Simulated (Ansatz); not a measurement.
System: C11b WSi₂. Method: PBEsol+SOC (Ansatz, a first-principles code, plane waves, PAW).

Run with plane-wave cutoff 520 eV, 24×24×24 k mesh, Fermi–Dirac smearing 0.05 eV, PAW data made under PBE.

Computed at the level's own relaxed cell.

Task: Estimate the lattice constant a, lattice parameter c, pressure derivative B′ of the bulk modulus and bulk modulus B0 that the calculation returns.

Result: 
- lattice constant a: 3.202 Å
- lattice parameter c: 7.814 Å
- pressure derivative B′ of the bulk modulus: 4.4
- bulk modulus B0: 230 GPa

The run finds no gap.

Measured, for comparison: lattice constant a 3.214 Å, lattice parameter c 7.831 Å (temperature not stated, not corrected to a static lattice; as tabulated in Pavlosiuk et al. (2022), arXiv:2202.05362). Computed (rounded) less measured: lattice constant a -0.4 %, lattice parameter c -0.2 %. A static lattice is as a rule a little smaller and stiffer than an uncorrected measurement, which narrows the difference in the lattice constant a and would widen misses of the other sign.

Note: the bulk modulus comes from volumes at which shape and atoms were relaxed.

Static lattice: no zero-point or thermal effects.
